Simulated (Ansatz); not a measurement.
In2S3 (R-3c, No. 167, 10 atoms in the cell; start mp-22375; a measured phase of this formula has another space group), treated with HSE06+SOC in Ansatz (plane waves, PAW).

Numerical settings: plane-wave cutoff 460 eV, 4×4×4 k mesh, Fermi–Dirac smearing 0.01 eV, PAW data made under PBE.

Cell (relaxed with PBEsol):

```cif
data_In12S18
_chemical_formula_sum 'In12 S18'
_space_group_name_H-M_alt 'R-3c :H'
_space_group_IT_number 167
_space_group_name_Hall '-R 3 2"c'
_cell_length_a 6.57316
_cell_length_b 6.57316
_cell_length_c 17.60701
_cell_angle_alpha 90.000
_cell_angle_beta 90.000
_cell_angle_gamma 120.000
loop_
_atom_site_label
_atom_site_type_symbol
_atom_site_symmetry_multiplicity
_atom_site_Wyckoff_symbol
_atom_site_fract_x
_atom_site_fract_y
_atom_site_fract_z
_atom_site_occupancy
In1 In 12 c 0.00000 0.00000 0.14471 1
S1 S 18 e 0.29722 0.29722 0.75000 1
```
(The calculation used a cell of 10 atoms; values per cell refer to that cell.)

**Question.** What does this level give for the band gap and smallest direct gap on the k points sampled?

**Answer.** 
- band gap = 1.52 eV (indirect)
- smallest direct gap on the k points sampled = 1.74 eV

Note: cell and atoms aren't relaxed at this level (pressure 0.6 GPa).

Computed values are for the static lattice.

The result took roughly 110 core-minutes.

A start named mp-… is a Materials Project structure, which need not be a measured phase.

Ansatz is an electronic-structure program.
